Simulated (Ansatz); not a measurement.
Consider GaSb in the zinc blende structure (space group F-43m, No. 216; a = 6.132 Å). Axes: x, y, z lie along the cube axes.

It is then changed as follows: compressive biaxial strain of 1.00 % in the plane normal to [001], as in epitaxy on a mismatched substrate; the out-of-plane cell vector and the atoms relax.

Calculations: r2SCAN, PAW, 500 eV (Ansatz, a program for electronic structure; spin-orbit coupling left out).

### Question
Give the band edges at the high-symmetry points of the new zone, measured from its valence-band maximum.

### Answer
```
point  valence edge (eV)  conduction edge (eV)
-----  -----------------  --------------------
Γ                   0.00                  0.46
X                  -2.77                  1.04
P                  -3.30                  3.86
N                  -1.18                  0.66
M                  -2.67                  1.19
S                  -2.23                  1.74
S₀                 -2.23                  1.74
R                  -3.31                  4.01
G                  -3.31                  4.01
```

The gap is 0.46 eV, direct at Γ.

With Sb present, leaving out spin-orbit coupling can change the band edges. Whether these cells are dynamically stable was not tested. Labels are those of the standard path for the cell's own space group.
